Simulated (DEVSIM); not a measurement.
Device: Ru/Si3N4/SiO2/p-Si capacitor, at 300 K.

```csv
layer (left to right),material,thickness (nm),Na (cm⁻³)
1,Si3N4,26.0,-
2,SiO2,0.650,-
3,Si,8100,5e15
```

Metal gate on the left, work function 4.7 eV. Fixed charge at the semiconductor interface -8.1e11 cm⁻² (in units of +e); no interface traps.

Constants are typed, rounded textbook-type inputs, not results; the design itself was drawn at random and stands for no fabricated device. Values at 300 K.

```
parameter      Si3N4  SiO2       Si
-------------  -----  ----  -------
gap (eV)         5.1     9    1.124
affinity (eV)    2.1   0.9     4.05
permittivity     7.5   3.9     11.7
Nc (cm⁻³)          -     -  2.86e19
Nv (cm⁻³)          -     -   3.1e19
```

Model (solved in DEVSIM): 1D Poisson equation in equilibrium, Boltzmann statistics, complete ionisation; no quantum confinement or tunnelling. Metal contacts follow the ideal Schottky-Mott rule: no Fermi-level pinning, no interface dipoles.

Question: Tabulate band edges, carrier densities and field at 0.8 V on the gate.

Answer: Energies count from the Fermi level of the right contact; mesh points crowd at the junctions.

```tsv
x (μm)	Ec (eV)	Ev (eV)	n (cm⁻³)	p (cm⁻³)	field (V/cm)
0.000	1.800	-3.300	< 1e2	< 1e2	230000
0.001846	1.843	-3.257	< 1e2	< 1e2	230000
0.006358	1.948	-3.151	< 1e2	< 1e2	230000
0.01612	2.176	-2.924	< 1e2	< 1e2	230000
0.02392	2.359	-2.741	< 1e2	< 1e2	230000
0.02591	2.405	-2.695	< 1e2	< 1e2	230000
0.02653	3.631	-5.369	< 1e2	< 1e2	450000
0.02929	0.493	-0.631	1.5e11	7.7e8	24000
0.03564	0.508	-0.616	8.4e10	1.4e9	24000
0.05355	0.549	-0.575	1.7e10	6.9e9	22000
0.1005	0.646	-0.478	4.1e8	2.9e11	19000
0.3067	0.871	-0.253	66000	1.8e15	4000
0.7770	0.898	-0.226	23000	5.0e15	≈ 0
2.034	0.898	-0.226	23000	5.0e15	≈ 0
5.927	0.898	-0.226	23000	5.0e15	≈ 0
7.304	0.898	-0.226	23000	5.0e15	≈ 0
7.819	0.898	-0.226	23000	5.0e15	≈ 0
8.012	0.898	-0.226	23000	5.0e15	≈ 0
8.097	0.898	-0.226	23000	5.0e15	≈ 0
8.116	0.898	-0.226	23000	5.0e15	≈ 0
8.123	0.898	-0.226	23000	5.0e15	≈ 0
8.127	0.898	-0.226	23000	5.0e15	≈ 0
```
